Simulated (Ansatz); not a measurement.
Consider the following.

```
CELL_PARAMETERS angstrom
      4.30390     0.00000     0.00000
      0.00000     4.30390     0.00000
      2.15195    -2.15195     3.14465
ATOMIC_POSITIONS crystal
  K  0.00000 0.00000 0.00000
  Cl 0.50000 0.50000 0.00000
```

No spin polarisation.

All numbers come from Ansatz (a quantum-chemistry and plane-wave program), PBEsol, PAW, cutoff 420 eV, no SOC. Settings: 9×9×9 k-points, 0.05 eV Fermi–Dirac smearing.

**Question.** Predict the band gap and pressure.

**Answer.** The band gap comes out as 5.23 eV and the pressure (mean of the normal stresses, compression positive) comes out as 0.97 GPa.

The cells carry an imposed strain or load. Whether these cells are dynamically stable was not tested. The cell was made from KCl in the rock salt structure (space group Fm-3m, No. 225) by this change: biaxial strain −2.50 %, plane normal [001], relaxed out of plane.
